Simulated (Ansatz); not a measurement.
System: SrTaNO2 (Pmc2₁, No. 26, 10 atoms in the cell; start mp-1101327). Method: LDA (Ansatz, an electronic-structure program, plane waves, PAW).

Settings: plane-wave cutoff 520 eV, 8×6×6 k mesh (along the axes of the cell as run), Fermi–Dirac smearing 0.01 eV, scalar-relativistic PAW data made under PBE.

Cell (relaxed with PBEsol):

```yaml
crystal:
  lattice:
    - [3.96665, 0.00000, 0.00000]
    - [0.00000, 5.74182, 0.00000]
    - [0.00000, 0.00000, 5.74032]
  atoms:
    - { symbol: Sr, position: [0.50000, 0.75962, 0.51947] }
    - { symbol: Sr, position: [0.50000, 0.24038, 0.01947] }
    - { symbol: Ta, position: [0.00000, 0.73654, 0.01548] }
    - { symbol: Ta, position: [0.00000, 0.26346, 0.51548] }
    - { symbol: N, position: [0.00000, 0.48409, 0.76313] }
    - { symbol: N, position: [0.00000, 0.51591, 0.26313] }
    - { symbol: O, position: [0.50000, 0.77320, 0.98762] }
    - { symbol: O, position: [0.50000, 0.22680, 0.48762] }
    - { symbol: O, position: [0.00000, 0.97576, 0.71436] }
    - { symbol: O, position: [0.00000, 0.02424, 0.21436] }
```

Q: Give the computed band gap and smallest direct gap on the k points sampled.

A: 
- band gap: 1.06 eV
- smallest direct gap on the k points sampled: 1.12 eV

Note: cell and atoms aren't relaxed at this level (pressure -4.9 GPa).

Spin–orbit coupling is not included.

Static lattice: no zero-point or thermal effects.

A start named mp-… is a Materials Project structure, which need not be a measured phase.
